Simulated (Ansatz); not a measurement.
The reference is Sc in the hcp (Mg type) structure (space group P6_3/mmc, No. 194; a = 3.3194 Å, c = 5.1664 Å).

Calculations: PBE (Ansatz, an electronic-structure program, PAW, no spin-orbit coupling).

For the base:

The lattice parameter a is 6.273 bohr and the c/a ratio is 1.556.

Modification: cell and atoms relaxed at a pressure of 0.9 GPa.

Problem. Estimate the effect on the lattice parameter a.

Solution. The lattice parameter a shrinks by 0.033 bohr to 6.240 bohr.

Problem. How does this affect the c/a ratio?

Solution. The c/a ratio remains 1.556.

Load acts through the strain it causes; cell and atoms are relaxed under it. Whether these cells are dynamically stable was not tested. All final runs are without spin polarisation.
